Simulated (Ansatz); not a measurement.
The parent structure is GaN in the wurtzite structure (space group P6_3mc, No. 186; a = 3.218 Å, c = 5.243 Å).

Method: Ansatz (a first-principles code), PBE, PAW, cutoff 420 eV, spin-orbit coupling left out.

Before the change:

| Property | Result |
|---|---|
| Electron mass | 0.14 mₑ along c, 0.16 mₑ across (at Γ) |
| Valence-band top at Γ | 0.00, 0.00, -0.04 eV |
| Band gap | 1.71 eV |

One thing is altered: a negative pressure, −1 GPa.

Task: What happens to the electron mass, valence-band top at Γ and band gap?

Result: The electron mass is still 0.14 mₑ along c, 0.16 mₑ across (at Γ); the valence-band top at Γ (three highest levels, from the VBM) stays 0.00, 0.00, -0.04 eV; the band gap shrinks by 0.04 eV (1.71 eV → 1.67 eV).

Load acts through the strain it causes; cell and atoms are relaxed under it. Effective masses come from finite differences of ±0.01 Å⁻¹. No phonon test of stability was made.
